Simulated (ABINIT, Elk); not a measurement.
An ABINIT input for a self-consistent single point of AlN (P6_3mc, 4 atoms in the cell) (DFT, PBE, plane waves, norm-conserving pseudopotentials (PseudoDojo nc-sr-05 PBE standard)):

```
# AlN, PseudoDojo nc-sr-05 PBE standard
pp_dirpath "./"
pseudos "Al.upf, N.upf"
acell 3.0721500322 3.0721500322 4.9264540000 Angstrom
rprim
         1.0000000000    0.0000001603    0.0000000000
        -0.5000001388    0.8660253236    0.0000000000
         0.0000000000    0.0000000000    1.0000000000
natom 4
ntypat 2
znucl 13 7
typat 1 1 2 2
xcart
         2.9027608186    1.6759103605    4.6482145621
        -0.0000005374    3.3518197903    9.3030389749
         2.9027608186    1.6759103605    8.1991008172
        -0.0000005374    3.3518197903    3.5442764044
ecut 1143 eV
ixc 11
occopt 1
nband 11
kptopt 1
ngkpt 12 12 7
nshiftk 1
shiftk 0 0 0
nstep 60
tolvrs 1.0e-12
diemac 4
prtwf 0
prtden 0
enunit 1
```

**Question.** Translate this input to Elk.

**Answer.** This is the input that was run; spellings and numerical settings could be chosen otherwise.

```
tasks
  0

xctype
  20

rgkmax
  7.5

gmaxvr
  14.0

nxoapwlo
  1

rmtscf
  0.84

stype
  0

swidth
  0.0001

scale
  5.805522175

avec
    1.0000000000    0.0000001603    0.0000000000
   -0.5000001388    0.8660253236    0.0000000000
    0.0000000000    0.0000000000    1.6035850946

atoms
  2   : nspecies
  'Al.in'   : spfname
  2   : natoms; atposl, bfcmt below
  0.6666666667  0.3333333333  0.4992900000    0.0 0.0 0.0
  0.3333333333  0.6666666667  0.9992900000    0.0 0.0 0.0
  'N.in'   : spfname
  2   : natoms; atposl, bfcmt below
  0.6666666667  0.3333333333  0.8807100000    0.0 0.0 0.0
  0.3333333333  0.6666666667  0.3807100000    0.0 0.0 0.0

ngridk
  12 12 7
```

Basis, cutoffs, solver keys and any potentials are the target program's own. This input uses DFT, PBE, all-electron FP-LAPW, Elk's shipped species files, LAPW+lo basis.

The starting cell comes from a database of computed structures (which also holds hypothetical and non-ambient phases and stackings), without a prior relaxation at this level. Its lattice was rescaled by a random factor within 2.5 % of one. For this run, on top of that: lattice scaled by 0.98.
